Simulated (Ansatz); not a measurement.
Results of G0W0@PBEsol in Ansatz (plane waves, hard PAW, contour deformation) for Al₃BC₃ (P6₃/mmc, No. 194, 14 atoms in the cell; start mp-1214836).

The cell is the one relaxed with PBEsol. Conventional cell: a = 3.4110 Å, b = 3.4110 Å, c = 15.7866 Å, α = 90.00°, β = 90.00°, γ = 120.00°.

The quasiparticle gap at Γ at a fixed k mesh 6×6×2:

| response cutoff | value (eV) |
|---|---|
| 105 eV, 714 empty bands | 4.032 |
| 140 eV, 1099 empty bands | 4.081 |
| 175 eV, 1536 empty bands | 4.105 |
| 210 eV, 2019 empty bands | 4.119 |

**Question.** Taking the value to converge with the response cutoff E as E^(−3/2), extrapolate from the last two rows.

**Answer.** With y = y∞ + c/w and weights w = 2315 and 3043 for the last two rows, y∞ = (w2 y2 − w1 y1)/(w2 − w1) = (3043 × 4.119 − 2315 × 4.105)/728 = 4.164 eV, which lies 0.045 beyond the last row. Successive pairs of rows give 4.172, 4.165, 4.164. The limit also hangs on the law assumed, so its last digits aren't firm.

The other settings are not extrapolated, so this is the limit in one setting alone.

At the last cutoff the smallest gap on this mesh is 2.75 eV, with an edge away from Γ.

A start named mp-… is a Materials Project structure, which need not be a measured phase.

Ansatz is a first-principles code.
